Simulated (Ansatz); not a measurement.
Ladder of methods for the enthalpy of formation of CsCl-type RuAl

Reference value: -0.644 ± 0.02 eV/atom (measured, 298 K, copied from a table, unchecked, not corrected to a static lattice; as tabulated in Wang et al. (2021), doi:10.1038/s41598-021-94550-5).

### Question
What do LDA, PBE, rVV10, r²SCAN, PBE0 give, and how far is each from the reference?

### Answer

| level (code) | value (eV/atom) | difference (eV/atom) |
|---|---|---|
| LDA (Ansatz) | -0.645 | -0.001 |
| PBE (Ansatz) | -0.639 | +0.005 |
| rVV10 (Ansatz) | -0.634 | +0.010 |
| r²SCAN (Ansatz) | -0.714 | -0.070 |
| PBE0 (Ansatz) | -0.849 | -0.205 |

Nearest, and too close to rank with a margin of 0.050 eV/atom (twice that across the reference) picked here for doubts on the reference and the settings, and for temperature and zero-point motion: LDA (-0.001 eV/atom), PBE (+0.005 eV/atom), rVV10 (+0.010 eV/atom). PBE0 (-0.205 eV/atom) misses by most. Within 0.1 eV/atom: LDA, PBE, rVV10, r²SCAN.

The measured value isn't corrected to a static lattice, so vibrations enter the comparison.  PBE0: the run has no spin polarisation, so it can have missed a magnetic state. Each level is taken at its own relaxed cell. Ansatz's density-functional and Hartree–Fock values are scalar-relativistic unless marked +SOC, with PAW data made under PBE.

Differences are worked out from the printed values.

Ansatz is an electronic-structure program.
